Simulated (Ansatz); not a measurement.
## Short convergence ladders for YbZn (P4mm, 2 atoms in the cell)

```yaml
crystal:
  lattice:
    - [3.59371, 0.00000, 0.00000]
    - [0.00000, 3.59371, 0.00000]
    - [0.00000, 0.00000, 3.59371]
  atoms:
    - { symbol: Yb, position: [0.00000, 0.00000, 0.01391] }
    - { symbol: Zn, position: [0.50000, 0.50000, 0.50000] }
```

Base method: PBEsol, default PAW files made with PBE (plane waves; Ansatz, an electronic-structure program).

Base settings: basis.ecutwfc = 420 eV; kpoints.mp_grid.grid = 9 9 9; hamiltonian.xc = pbesol; hamiltonian.pseudopotentials = {kind: paw} (the program's default PAW files); scf.occupations.method = fermi_dirac; scf.occupations.width = 0.1 eV.

The count of work is k-points × plane waves × bands × iterations; it is no time. 

**The cutoff for other potential files**

Level: DFT, PBEsol, plane waves, harder PAW files (source: ansatz) made with PBE.

In this ladder: hamiltonian.pseudopotentials = {kind: paw, source: ansatz}.

The second cell is the first with its lattice scaled by 0.98.

The mesh stays at the base's, so the ladder's end is converged at best in this setting alone.

The first pressure column holds Ansatz's estimate of the finite-basis (Pulay) stress, which hides part of the cutoff error; the other is without it.

Only quantities that move along the ladder and can be compared are tabulated.

```tsv
basis.ecutwfc	free energy less the last step's (meV/atom)	energy of the compressed cell less the first (meV/atom)	pressure (GPa)	pressure without the Pulay estimate (GPa)	largest difference of a force vector from the last step's (eV/Å)	count of work / last
370 eV	3438.53	19.94	-0.91	-170.40	0.038	0.094
450 eV	317.80	-14.75	-2.87	-23.60	0.000	0.13
575 eV	3.07	-15.48	-3.02	-3.35	0.000	0.20
695 eV	0.50	-15.59	-3.02	-3.03	0.000	0.28
820 eV	0.37	-15.59	-3.02	-3.02	0.000	0.36
985 eV	0.20	-15.59	-3.02	-3.03	0.000	0.46
1230 eV	0.07	-15.59	-3.02	-3.02	0.000	0.65
1640 eV	0.00	-15.58	-3.02	-3.02	0.000	1.0
```

Coarsest basis.ecutwfc that holds the pressure without the Pulay estimate within 0.1 GPa of the last step, with all finer ones: 695 eV, at 0.28 of the last step's count of work; the step before is off by 0.33 GPa.

Coarsest basis.ecutwfc that holds the pressure within 0.1 GPa of the last step, with all finer ones: 575 eV, at 0.20 of the last step's count of work; the step before is off by 0.15 GPa.

Coarsest basis.ecutwfc that holds the free energy within 5 meV/atom of the last step, with all finer ones: 575 eV, at 0.20 of the last step's count of work; the step before is off by 320 meV/atom.

The energy difference between the two cells stays within 1 meV/atom of the last step's from 450 eV on, the total only from 695 eV on: much of the error is common to both cells and cancels.

At the lowest cutoff the pressure without the Pulay estimate lies 167 GPa under the last step's, the usual sign of Pulay stress in an incomplete plane-wave basis.

**The density cutoff**

The second cell is the first with its lattice scaled by 0.98.

The mesh stays at the base's, so the ladder's end is converged at best in this setting alone.

Only quantities that move along the ladder and can be compared are tabulated.

```csv
basis.ecutrho_ratio,free energy less the last step's (meV/atom),energy of the compressed cell less the first (meV/atom),pressure (GPa)
2,-6.42,-14.76,-2.76
3,-0.09,-15.78,-3.03
4,0.00,-15.77,-3.04
5,0.00,-15.77,-3.04
6,0.00,-15.77,-3.04
8,0.00,-15.77,-3.04
10,0.00,-15.77,-3.04
12,0.00,-15.77,-3.04
16,0.00,-15.77,-3.04
```

Coarsest basis.ecutrho_ratio that holds the energy of the compressed cell less the first within 0.2 meV/atom of the last step, with all finer ones: 3; the step before is off by 1.0 meV/atom.

Coarsest basis.ecutrho_ratio that holds the free energy within 1 meV/atom of the last step, with all finer ones: 3; the step before is off by 6.4 meV/atom.

Coarsest basis.ecutrho_ratio that holds the pressure within 0.2 GPa of the last step, with all finer ones: 3; the step before is off by 0.28 GPa.

**The relaxed cell against the cutoff**

On YbZn (Pm-3m, 2 atoms in the cell): atoms on their sites.

In this ladder: relax = cell and atoms.

The mesh stays at the base's, so the ladder's end is converged at best in this setting alone.

Only quantities that move along the ladder and can be compared are tabulated.

| basis.ecutwfc | relaxed volume (Å³/atom) | relaxation steps |
|---|---|---|
| 250 eV | 22.612 | 25 |
| 295 eV | 21.894 | 22 |
| 355 eV | 21.594 | 6 |
| 420 eV | 21.596 | 4 |
| 505 eV | 21.593 | 4 |
| 630 eV | 21.591 | 4 |
| 840 eV | 21.590 | 4 |

Coarsest basis.ecutwfc that holds the relaxed volume within 0.108 Å³/atom of the last step, with all finer ones: 355 eV; the step before is off by 0.30 Å³/atom.

At the lowest cutoff the cell relaxes to a volume 4.7 % larger than at the highest. Ansatz relaxes on a stress corrected for the finite basis.

On the base run: the starting cell comes from a database of computed structures (which also holds hypothetical and non-ambient phases and stackings), without a prior relaxation at this level. Its lattice was rescaled by up to half a per cent. One atom was moved a little off its site on purpose. Spin polarisation is off.

Left out of this page: 1 run of the series failed or unconverged.

Keys are those of Ansatz 0.2.
